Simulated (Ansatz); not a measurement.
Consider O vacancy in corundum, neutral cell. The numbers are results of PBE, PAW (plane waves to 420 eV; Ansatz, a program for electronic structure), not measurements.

Settings: 270 host sites, the relaxed PBE lattice, the Γ point alone, smearing 0.01 eV, spin-restricted, no image-charge correction. Energies are static. The charge state is imposed; whether it is stable for some Fermi level was not computed. Forms of the defect that were not tried may lie lower.

Barriers: single points on a 2×2×2 k-point mesh shifted by half a step along c at the bands' geometries.

The step: a nearby O atom hops onto the vacant site; the atom moves 2.74 Å along (-0.33, -0.36, -0.17) of the unit cell; the moving atom starts with neighbours 2 Al at 1.87, Al at 1.99, Al at 2.01 Å and ends with 2 Al at 1.87, Al at 1.99, Al at 2.00 Å.

Q: What is the computed migration barrier of this step (PBE, PAW)?

A: 4.11 eV, the same both ways. At the saddle the moving atom has neighbours Al at 1.78, Al at 2.04, Al at 2.08 Å. The saddle point's order was not checked.
